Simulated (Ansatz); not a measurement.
Input and output of a relaxation of cell and atoms for HgTe (F-43m, 2 atoms in the cell) (Ansatz, a quantum-chemistry and plane-wave program).

Method of the run: PBEsol, default PAW files made with PBE (plane waves; Ansatz).

The change in words: atoms on their sites; basis.ecutwfc: 420 eV → 840 eV; relax: default → cell and atoms. Reference geometry:
```
CELL_PARAMETERS angstrom
      0.00000     3.21385     3.21385
      3.21385     0.00000     3.21385
      3.21385     3.21385     0.00000
ATOMIC_POSITIONS crystal
  Hg 0.00449 0.00449 0.00449
  Te 0.25000 0.25000 0.25000
```

Reference input (self-consistent single point, DFT, PBEsol, plane waves, default PAW files made with PBE): basis.ecutwfc = 420 eV; kpoints.mp_grid.grid = 7 7 7; hamiltonian.xc = pbesol; hamiltonian.pseudopotentials = {kind: paw} (the program's default PAW files); scf.occupations.method = fermi_dirac; scf.occupations.width = 0.01 eV. This run's input differs from it in these lines:

Ansatz 0.2 input:
```diff
@@ -7,6 +7,6 @@
   atoms:
-    - { symbol: Hg, position: [0.00449100, 0.00449100, 0.00449100] }
+    - { symbol: Hg, position: [0.00000000, 0.00000000, 0.00000000] }
     - { symbol: Te, position: [0.25000000, 0.25000000, 0.25000000] }
 basis:
-  ecutwfc: 420.0
+  ecutwfc: 840.0
 kpoints:
@@ -18,2 +18,4 @@
   occupations: { method: fermi_dirac, width: 0.01 }
+relax:
+  cell: {}
 output:
```

Log, with long lists cut:

```
   [... SCF lines of the steps left out ...]
relax step   1: F+E_penalty+E_count = -20569.79904216 eV  Δ(F+E_penalty+E_count) = +0.000e0 eV  max|allowed force component| = 6.708e-17 eV/Å  Δτ_max = 0.0000 Å  P = +1.786 GPa  Ω = 66.391 Å³  (6 SCF iters, dr2 threshold 1.00e-7 eV, accepted)
relax step   2: F+E_penalty+E_count = -20569.80796322 eV  Δ(F+E_penalty+E_count) = -8.921e-3 eV  max|allowed force component| = 1.908e-17 eV/Å  Δτ_max = 0.0000 Å  P = -0.941 GPa  Ω = 70.653 Å³  energy of the carried Pulay correction = -1.625e-5 eV  [...]
   [... lines left out ...]
relax step   4: F+E_penalty+E_count = -20569.81296831 eV  Δ(F+E_penalty+E_count) = -3.228e-5 eV  max|allowed force component| = 1.908e-17 eV/Å  Δτ_max = 0.0000 Å  P = +0.004 GPa  Ω = 68.986 Å³  energy of the carried Pulay correction = -1.006e-5 eV  [...]
relax step   5: F+E_penalty+E_count = -20569.81297950 eV  Δ(F+E_penalty+E_count) = -1.119e-5 eV  max|allowed force component| = 1.793e-17 eV/Å  Δτ_max = 0.0000 Å  P = +0.004 GPa  Ω = 68.986 Å³  stress off target by 3.98e-3 GPa  SCF on the basis [...]
basis re-selected at this cell: Δ(F+E_penalty+E_count) = -1.119e-5 eV, ΔP = +0.000 GPa vs the last step
the relaxation is at rest under the 24 symmetry operations that the run kept from its start: a minimum is not shown …
Stability not checked: this state was not tested for a lower state beside it, because too few of the mixer's solves of this state at the end of the SCF gave a …
Free energy (F): -20569.812979 eV
Internal energy: -20569.812868 eV  (E = F + TS)
   [... lines left out ...]
Fermi energy:    8.251870 eV
   [... lines left out ...]
to start a new deck from the relaxed geometry:
  cell:  # Å, volume = 68.9858 Å³
    - [-1.6814727708555446e-33, 3.255192425886023, 3.255192425886023]
    - [3.255192425886023, 3.592237283191391e-33, 3.255192425886023]
    - [3.255192425886023, 3.255192425886023, 3.490329842533479e-33]
  atoms:
    - { symbol: Hg, position: [-8.65492927710308e-34, 1.0003263012302696e-33, 9.372792145380653e-34] }
    - { symbol: Te, position: [0.25, 0.25, 0.25] }
```

The run converged. 

Summary of the result:
| Quantity | Result |
|---|---|
| Free energy E − TS (on the zero of these files) | -20569.8130 eV |
| Fermi level (on the code's own zero) | 8.25 eV |
| Pressure | 0.00 GPa |
| Final cell | a = b = c = 4.604 Å, α = β = γ = 60.00° |
| Final volume per atom | 34.49 Å³ |
| Relaxation steps | 5 |

The starting cell has typed, rounded lattice constants, without a prior relaxation at this level. Its lattice was rescaled by up to half a per cent. The relaxation keeps the symmetry of its start, so its end need not be a minimum. Ansatz's pressure includes its estimate of the finite-basis (Pulay) stress. The run gives no clean gap (levels at the Fermi energy touch, overlap or are partly filled at this smearing), which alone does not show that the compound is a metal.

Cost on one core of a shared machine: roughly 50 s.
